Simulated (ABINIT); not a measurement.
Worked example: self-consistent single point of AlRu (Pm-3m, 2 atoms in the cell) in ABINIT.

Level of theory: PBE, spin-orbit coupling, PAW (JTH v2.0 PBE PAW) (plane waves; ABINIT).

```xyz
2
Lattice="2.9825 0.0000 0.0000 0.0000 2.9825 0.0000 0.0000 0.0000 2.9825" Properties=species:S:1:pos:R:3 pbc="T T T"
Al     0.0000     0.0000     0.0000
Ru     1.4912     1.4912     1.4912
```

Reference input (self-consistent single point, DFT, PBE, plane waves, PAW (JTH v2.0 PBE PAW)): pseudos = [Al.GGA_PBE-JTH.xml, Ru.GGA_PBE-JTH.xml]; ecut = 571 eV; pawecutdg = 1143 eV; pawxcdev = 0; ixc = 11; occopt = 7; tsmear = 0.00183747 Ha; ngkpt = 11 11 11; nshiftk = 1; shiftk = 0 0 0; potentials = JTH v2.0 PBE PAW; nband = 15. This run's input differs from it in these lines:

```diff
@@ -19,6 +19,8 @@
 ixc 11
+nspinor 2
+nspden 1
 occopt 7
 tsmear 0.00183747
-nband 15
-kptopt 1
+nband 31
+kptopt 4
 ngkpt 11 11 11
```

The program printed (abridged):

```
 beta integral value:      -0.393685E+02
 pspatm: atomic psp has been read  and splines computed

   5.41631647E+02                                ecore*ucvol(ha*bohr**3)
 ==== Info on pseudopotentials ====
  PAW calculation
  Number of pseudopotentials ..    2
  Number of types of atoms   ..    2
  Calculation with spin-orbit coupling
  Nonlocal part applied using real spherical harmonics
  Max number of non-local projectors over l and type   2
  Highest angular momentum +1 .......   3
  Max number of (l,n)   components ..   6
  Max number of (l,m,n) components ..  18

 Pseudo-Core Charge Info:
   Number of radial points for pseudo-core charge ..    1
   XC core-correction treatment (optnlxccc) ........    1
   Radius for pseudo-core charge for each type .....

  - Atom type    1 has pseudo-core radius .. 80.0000
  - Atom type    2 has pseudo-core radius .. 80.0000

 Info on the Q-grid used for form factors in spline form:
   Number of q-points for radial functions ffspl ..   3001
   Number of q-points for vlspl ...................   3001
   vloc is computed in Reciprocal Space

  XC functional for type 1 is -101130
  XC functional for type 2 is -101130

 symatm: atom number 1 is reached starting at atom
   1  1  1  1  1  1  1  1  1  1  1  1  1  1  1  1  1  1  1  1  1  1  1  1
 symatm: atom number 2 is reached starting at atom
   2  2  2  2  2  2  2  2  2  2  2  2  2  2  2  2  2  2  2  2  2  2  2  2

--- !BUG
src_file: m_inwffil.F90
src_line: 2703
mpi_rank: 0
message: |
    When nspinor2 is 2, nbd2 must be even, while it is nbd2=31
...

  Action: contact ABINIT group (please attach the output of `abinit -b`)

 abinit_abort: decision taken to exit. Check above messages for more info
Abort(13) on node 0 (rank 0 in comm 0): application called MPI_Abort(MPI_COMM_WORLD, 13) - process 0

--- !BUG
src_file: m_inwffil.F90
src_line: 2703
mpi_rank: 0
message: |
    When nspinor2 is 2, nbd2 must be even, while it is nbd2=31
...

  Action: contact ABINIT group (please attach the output of `abinit -b`)
```

The program stopped before any SCF iteration. 

The starting cell comes from a database of computed structures (which also holds hypothetical and non-ambient phases and stackings), without a prior relaxation at this level.
